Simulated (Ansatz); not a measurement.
# The (111)A surface of zinc-blende GaAs, Ga-terminated, 2x2 Ga vacancy (bottom of the slab: 3 H on 4 bottom sites)

Method: r2SCAN, at the PBE geometry (plane waves to 500 eV, PAW; Ansatz, a first-principles code).

Set-up: 34 atoms, 12.3 Å thick at the start with caps and adatoms (thin: gaps and levels are the slab's own); mesh 3x3x1; 0.025 eV smearing; dipole correction on; single point; on the structure that PBE left under its start's symmetry; no spin, no spin-orbit, no U. It is one candidate, not shown to be the stable structure of the face.

```
Property                                                               Value
-----------------------------------------------  ---------------------------
gap of the slab on its k-mesh                                        0.90 eV
highest filled level below the top vacuum level                      4.54 eV
cost                                             very roughly 7 core-minutes
```
